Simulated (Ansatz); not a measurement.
# C (space group Fmmm, No. 69; layered, stacked along the Cartesian z axis)

```yaml
crystal:
  lattice:
    - [0.00000, 2.12546, 3.37650]
    - [1.22810, 0.00000, 3.37650]
    - [1.22810, 2.12546, 0.00000]
  atoms:
    - { symbol: C, position: [0.16665, 0.83335, 0.16665] }
    - { symbol: C, position: [0.83335, 0.16665, 0.83335] }
```

Computed with r2SCAN+rVV10 (Ansatz, a quantum-chemistry and plane-wave program, PAW, no spin-orbit coupling). Settings: 16×16×16 k-points, 0.05 eV Fermi–Dirac smearing.

| Item | Value |
|---|---|
| Volume per atom | 8.81 Å³ |
| Density | 2.26 g/cm³ |
| Band gap | zero |
| Total energy | -251.496 eV/atom (σ→0; compares only within this code and set-up) |

Stability against distortions was not tested. The base started in Cmme and relaxed to Fmmm at this level. This is not the structure that C has at room temperature and ambient pressure.
